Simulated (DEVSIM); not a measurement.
System: Si n-i-p diode, at 300 K.

Layer 1 from the left is Si, thickness (μm) 0.110, Nd (cm⁻³) 6.2e17, τn (s) 2.6e-7, τp (s) 2.6e-7. Layer 2 from the left is Si, thickness (μm) 12.0, Na (cm⁻³) 1.4e12, τn (s) 2.6e-8, τp (s) 2.6e-7. Layer 3 from the left is Si, thickness (μm) 4.80, Na (cm⁻³) 8.5e18, τn (s) 2.6e-7, τp (s) 2.6e-7.

Left contact: ohmic. Right contact: ohmic. Voltage is applied to the left contact. Recombination: SRH at mid-gap, radiative. Gap narrowing is on: ΔEg = 6.92 meV × (l + √(l² + 0.5)), l = ln(N/1.3e17 cm⁻³), shared equally by both band edges. Mobility is μmin + (μ − μmin)/(1 + (N/Nref)^α).

The device is made up for the run: typed textbook-type constants, with dimensions and the other settings drawn at random. Values at 300 K.

Si: gap (eV) 1.124, affinity (eV) 4.05, permittivity 11.7, Nc (cm⁻³) 2.86e19, Nv (cm⁻³) 3.1e19, μn (cm²/Vs) 1417, μp (cm²/Vs) 470, μn,min 52, μp,min 45, Nref,n 9.7e16, Nref,p 2.2e17, αn 0.68, αp 0.72, B (cm³/s) 4.7e-15.

DEVSIM, 1D drift-diffusion, Boltzmann statistics, complete ionisation; no tunnelling, impact ionisation, image-force lowering or self-heating.

Q: What does the simulation give for the potential step across the device at zero bias, the dark forward voltage at 1 A/cm², the dark forward voltage at 100 A/cm²?

A: potential step across the device at zero bias 0.951 V; dark forward voltage at 1 A/cm² 0.601 V; dark forward voltage at 100 A/cm² 0.789 V.
